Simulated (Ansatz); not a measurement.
```xyz
6
Lattice="4.1945 0.0000 0.0000 0.0000 4.1945 0.0000 0.0000 0.0000 2.6463" Properties=species:S:1:pos:R:3 pbc="T T T"
Si     0.0000     0.0000     0.0000
Si     2.0973     2.0973     1.3232
O      1.2835     1.2835     0.0000
O      3.3807     0.8138     1.3232
O      0.8138     3.3807     1.3232
O      2.9111     2.9111     0.0000
```

No spin polarisation.

Calculations: Ansatz (a first-principles code), PBEsol, PAW, cutoff 420 eV, no spin-orbit coupling. k-mesh 8×8×12 (Γ-centred); smearing 0.05 eV (Fermi–Dirac).

Question: Predict the hole mass, stress, valence-band top at Γ and space group.

Answer: 
* **Hole mass**: 1.9 mₑ along z, 1.1 mₑ across (at Γ)
* **Stress (xx, yy, zz, yz, xz, xy; compression positive)**: (2.27, 2.27, 8.93, 0.00, 0.00, 0.00) GPa
* **Valence-band top at Γ (three highest levels, from the VBM)**: 0.00, -0.90, -0.90 eV
* **Space group**: P4_2/mnm (No. 136)

The levels and masses belong to the bands next to the band gap. The cells carry an imposed strain or load. Masses are band curvatures over ±0.01 Å⁻¹ around the edge. Stability against distortions was not tested. The cell was made from SiO2 in the rutile structure (space group P4_2/mnm, No. 136) by this change: uniaxial strain ε_zz = −1.20 %.
